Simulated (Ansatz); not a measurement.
Base system: BN in the zinc blende structure (space group F-43m, No. 216; a = 3.581 Å). Axes: x, y, z lie along the cube axes.

All numbers come from LDA/PAW in Ansatz (an electronic-structure program), no spin-orbit coupling.

The change: tensor shear ε_xy = +1.71 % (engineering shear γ = 0.0342); the atoms relax in the strained cell.

Predict the stress tensor and what it implies for the stiffness.

Stress of the strained cell less that of the base (GPa, compression positive):
```
   0.68  -16.27    0.00
 -16.27    0.68    0.00
   0.00    0.00    0.09
```

Then −Δσ/γ with γ = 2ε = 0.0342 gives secant stiffness values (nonlinear terms included at this strain): C66 ≈ 476 GPa.

As a check, the harmonic strain energy −½ V₀ Δσ:ε is 10.0 meV/atom; the computed energy rise is 10 meV/atom.

Stability against distortions was not tested.
